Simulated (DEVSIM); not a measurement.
System: Co/SiO2/n-Si capacitor, at 300 K.

| layer (left to right) | material | thickness (nm) | Nd (cm⁻³) |
|---|---|---|---|
| 1 | SiO2 | 1.60 | - |
| 2 | Si | 4500 | 1.6e16 |

Metal gate on the left, work function 5 eV. Fixed charge at the semiconductor interface -1.7e11 cm⁻² (in units of +e); no interface traps.

This is a model device: material constants are rounded textbook-type values typed into the input, and sizes, dopings and lifetimes were drawn at random. Values at 300 K.

| parameter | SiO2 | Si |
|---|---|---|
| gap (eV) | 9 | 1.124 |
| affinity (eV) | 0.9 | 4.05 |
| permittivity | 3.9 | 11.7 |
| Nc (cm⁻³) | - | 2.86e19 |
| Nv (cm⁻³) | - | 3.1e19 |

Simulated with DEVSIM: 1D Poisson equation in equilibrium, Boltzmann statistics, complete ionisation; no quantum confinement or tunnelling. Metal contacts follow the ideal Schottky-Mott rule: no Fermi-level pinning, no interface dipoles.

The SiO2 thickness was swept, all else fixed.

```
SiO2 thickness (μm)  capacitance of the dielectric stack (μF/cm²)
-------------------  --------------------------------------------
0.00064                                                      5.40
0.00088                                                      3.92
0.0011                                                       3.14
0.0014                                                       2.47
0.0016                                                       2.16
0.0019                                                       1.82
```

From the first row to the last the capacitance of the dielectric stack goes from 5.40 to 1.82.
